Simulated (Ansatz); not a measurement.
Functionals compared on NH2 on the 1x1 (10-10) surface of wurtzite GaN (cut with top plane Ga + N), one in a 2x1 cell, started at the site 'top Ga', in Ansatz (plane waves, PAW). The structure was relaxed with PBE; the other rows are single points on it, each with its references at the same level. Cutoff 420 eV (500 eV for r2SCAN). The points keep PBE's geometry, so the relaxation of a polaron and the settling of charge on one site are left out.

Host crystal: wurtzite GaN, with a band gap (PBE, scalar-relativistic without spin-orbit coupling).

Set-up: 35 atoms, 9.3 Å thick at the start under the adsorbate (thin: gaps and levels are the slab's own); mesh 3x4x1; 0.01 eV smearing; dipole correction on; 16 atoms held, the rest relaxed; start symmetry kept, larger cells not searched; spin-polarised, ending with about 1.0 μB a cell; orders that need a larger cell were not tried, no spin-orbit, no U, no dispersion correction. At the end it is bonded to Ga. In PBE it is, or lies within 0.03 eV of, the lowest of the starts that converged. These notes are the PBE run's. RPBE: The program's check for a lower electronic state was not made. r2SCAN: The program's check for a lower electronic state was not made. Adsorption energies are against NH3(g) − ½ H2(g). A negative adsorption energy means that the adsorbate is more stable on the surface than in its reference.

```csv
functional,adsorption energy (eV),magnetic moment of the cell (μB),rough cost of the single point
PBE,0.75,1.00,–
RPBE,0.84,1.00,about 5 core-minutes (a rough figure)
r2SCAN,[?],1.00,roughly 8 core-minutes
```

### Question
Fill in the missing entries.

### Answer

- r2SCAN, adsorption energy (eV): 0.47

Ansatz is a quantum-chemistry and plane-wave program.
